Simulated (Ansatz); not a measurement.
## BiSb (R3m, No. 160, 2 atoms in the cell; start mp-1227290)

Level of theory: r²SCAN+rVV10 in Ansatz (PAW).

Numerical settings: plane-wave cutoff 560 eV, 10×10×10 k mesh, Fermi–Dirac smearing 0.01 eV, scalar-relativistic PAW data made under PBE.

Cell (relaxed at this level):

BiSb is taken in the trigonal space group R3m, hexagonal axes (No. 160), Pearson symbol hR2. Lattice parameters: a = b = 4.4359 Å, c = 11.6782 Å, α = β = 90.00°, γ = 120.00°. Sb on 3a sees 3 Bi at 2.998 Å and 3 Bi at 3.465 Å (octahedral). Bi on 3a is coordinated by 3 Sb at 2.998 Å and 3 Sb at 3.465 Å (octahedral). (Neighbours: up to the widest gap in distance over summed covalent radii, below 1.35, at either atom; cation-cation and far metal-metal contacts left out.)
(The calculation used a cell of 2 atoms; values per cell refer to that cell.)

For BiSb (R3m, No. 160, 2 atoms in the cell; start mp-1227290), the band gap comes out as 0.13 eV (on the SCF k mesh). The direct gap at Γ comes out as 3.99 eV.

Note: the relaxation could not lower the start's symmetry, so the cell can be a saddle point above a distorted one.

Spin–orbit coupling is not included; it can close the smallest gap of 0.13 eV.

The computed numbers hold no vibrational or temperature effects.

It cost around 4 core-minutes (rough) of CPU time.

A start named mp-… is a Materials Project structure, which need not be a measured phase.

Ansatz is a program for electronic structure.
